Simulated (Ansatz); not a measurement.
System: CsGeCl3 (R3m, No. 160; cell taken from a computed entry). Method: HSE06+SOC (Ansatz, an electronic-structure program, plane waves, PAW).

Run with plane-wave cutoff 460 eV, 4×4×4 k mesh, Fermi–Dirac smearing 0.01 eV, PAW data made under PBE.

Cell (relaxed with PBEsol):

```xyz
5
Lattice="3.7427 2.1608 3.0775 -3.7427 2.1608 3.0775 0.0000 -4.3217 3.0775" Properties=species:S:1:pos:R:3 pbc="T T T"
Cs     0.0000     0.0000     9.1925
Ge     0.0000     0.0000     4.6965
Cl     0.0000    -2.0312     6.0061
Cl     1.7590     1.0156     6.0061
Cl    -1.7590     1.0156     6.0061
```

Task: Estimate the band gap and direct gap at Γ that the calculation returns.

Result: 
- band gap = 1.98 eV (direct)
- direct gap at Γ = 7.55 eV

Note: cell and atoms aren't relaxed at this level (largest force component 0.18 eV/Å, pressure 1.4 GPa).

Cost on a shared machine: about 40 core-minutes (a rough figure).
